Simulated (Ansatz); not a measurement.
ZrSe2: pressure series

Start from ZrSe2 in the CdI2 type structure (space group P-3m1, No. 164; layered, stacked along the Cartesian z axis).

```
ZrSe2
1.0
    3.73508     0.00000     0.00000
   -1.86754     3.23468     0.00000
    0.00000     0.00000     6.03154
Zr Se
1 2
Cartesian
  0.00000   0.00000   0.00000
  0.00000   2.15645   1.59876
  1.86754   1.07823   4.43277
```

Cell and atoms are relaxed at each pressure.

Method: DFT with PBE-D3(BJ), PAW potentials and a 420 eV plane-wave cutoff in Ansatz (a program for electronic structure), spin-orbit coupling left out.

Candidates:
(a) pressure 0.9 GPa
(b) pressure 22.5 GPa
(c) pressure −1 GPa
(d) pressure 30 GPa

For the base:

```
Item       Result
---------  ------
c/a ratio   1.615
```

Problem. Order them by c/a ratio, highest first.

Solution. (d) pressure 30 GPa (1.664), (c) pressure −1 GPa (1.642), (b) pressure 22.5 GPa (1.633), (a) pressure 0.9 GPa (1.602)

Load acts through the strain it causes; cell and atoms are relaxed under it. Whether these cells are dynamically stable was not tested. No other phases were tried under pressure. All final runs are without spin polarisation.
